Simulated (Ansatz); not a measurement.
The structure below was relaxed with Kohn–Sham DFT with the r2SCAN functional, run in Ansatz (an electronic-structure program) with PAW and 500 eV plane waves, no SOC.

```yaml
crystal:
  lattice:
    - [-2.85434, 2.85434, 5.51348]
    - [2.85434, -2.85434, 5.51348]
    - [2.85434, 2.85434, -5.51348]
  atoms:
    - { symbol: Se, position: [0.25000, 0.75000, 0.50000] }
    - { symbol: As, position: [0.75000, 0.25000, 0.50000] }
    - { symbol: As, position: [0.00000, 0.00000, 0.00000] }
    - { symbol: Se, position: [0.50000, 0.50000, 0.00000] }
    - { symbol: Zn, position: [0.63001, 0.62500, 0.50501] }
    - { symbol: Zn, position: [0.11999, 0.12500, 0.49499] }
    - { symbol: Zn, position: [0.37500, 0.88001, 0.00501] }
    - { symbol: Zn, position: [0.87500, 0.36999, 0.99499] }
```

### Question
Find the space group and the Wyckoff positions.

### Answer
Space group I-42d (No. 122); a = b = 5.7087 Å, c = 11.0270 Å, α = β = γ = 90.00°

| atom | site | symmetry | x | y | z |
|---|---|---|---|---|---|
| Se | 4b | -4.. | 0.0000 | 0.0000 | 0.5000 |
| As | 4a | -4.. | 0.0000 | 0.0000 | 0.0000 |
| Zn | 8d | .2. | 0.2500 | 0.2550 | 0.3750 |

### Question
Describe the coordination.

### Answer
The crystal has 16 atoms in its conventional cell. Cell: a = b = 5.709 Å, c = 11.027 Å, α = β = γ = 90.00°. Se has 4 Zn at 2.461 Å (tetrahedral). As has 4 Zn at 2.427 Å (tetrahedral). Zn is coordinated by 2 As at 2.427 Å and 2 Se at 2.461 Å (tetrahedral). (Neighbours: up to the widest gap in distance over summed covalent radii, below 1.35, at either atom; cation-cation and far metal-metal contacts left out.)

These are small ordered cells, not random alloys; other orderings at the same x differ. Stability against distortions was not tested. All final runs are without spin polarisation. The cell was made from ZnSe by this change: x(As) = 0.5, 8 atoms, I-42d.
